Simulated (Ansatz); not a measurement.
## TiSi2, pressure series

Consider TiSi$_{2}$ (space group Fddd, No. 70; a = 4.806 Å, b = 8.265 Å, c = 8.565 Å).

Cell and atoms are relaxed at each pressure.

The values are results of PBE (Ansatz, a first-principles code; PAW; 420 eV plane waves; no spin-orbit coupling), not measurements.

Notes on the quantities. enthalpy: H = E + PV relative to the base's energy.

```tsv
change	enthalpy	volume per atom
base	–	14.18 Å³
pressure −2 GPa	-0.18 eV/atom	(withheld)
pressure −1 GPa	-0.09 eV/atom	14.28 Å³
pressure 0.9 GPa	+0.08 eV/atom	14.09 Å³
pressure 2.1 GPa	+0.18 eV/atom	13.97 Å³
pressure 4.5 GPa	+0.39 eV/atom	13.76 Å³
pressure 9 GPa	+0.77 eV/atom	13.39 Å³
pressure 15 GPa	+1.27 eV/atom	12.98 Å³
pressure 22.5 GPa	+1.86 eV/atom	12.53 Å³
pressure 30 GPa	+2.44 eV/atom	12.16 Å³
```

Fill in the withheld entries from the trend.


- pressure −2 GPa, volume per atom: 14.39 Å³

Load acts through the strain it causes; cell and atoms are relaxed under it. No phonon test of stability was made. No other phases were tried under pressure. The final runs are not spin-polarised.
